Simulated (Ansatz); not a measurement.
We consider AlPO₄ (P6₃mc, No. 186, 12 atoms in the cell; start mp-545974; a measured phase of this formula has another space group), described by PBE0 (Ansatz, a quantum-chemistry and plane-wave program, plane waves, PAW).

Run with plane-wave cutoff 500 eV, 6×6×4 k mesh (along the axes of the cell as run), gaussian smearing 0.02 eV, scalar-relativistic PAW data made under PBE.

Cell (relaxed with PBEsol):

```cif
data_Al2O8P2
_chemical_formula_sum 'Al2 P2 O8'
_space_group_name_H-M_alt 'P 1'
_space_group_IT_number 1
_cell_length_a 5.31725
_cell_length_b 5.31725
_cell_length_c 8.67596
_cell_angle_alpha 90.000
_cell_angle_beta 90.000
_cell_angle_gamma 120.000
loop_
_space_group_symop_operation_xyz
  'x, y, z'
loop_
_atom_site_label
_atom_site_type_symbol
_atom_site_fract_x
_atom_site_fract_y
_atom_site_fract_z
_atom_site_occupancy
Al1 Al 0.33333 0.66667 0.06183 1
Al2 Al 0.66667 0.33333 0.56183 1
P1 P 0.66667 0.33333 0.93702 1
P2 P 0.33333 0.66667 0.43702 1
O1 O 0.02097 0.51048 0.49558 1
O2 O 0.51048 0.02097 0.99558 1
O3 O 0.48952 0.51048 0.49558 1
O4 O 0.97903 0.48952 0.99558 1
O5 O 0.48952 0.97903 0.49558 1
O6 O 0.51048 0.48952 0.99558 1
O7 O 0.33333 0.66667 0.26119 1
O8 O 0.66667 0.33333 0.76119 1
```

Task: Predict the band gap.

Result: 
band gap: 7.86 eV (on the SCF k mesh)

Note: cell and atoms aren't relaxed at this level (pressure -2.0 GPa).

It cost very roughly 5 core-minutes of CPU time.

A start named mp-… is a Materials Project structure, which need not be a measured phase.
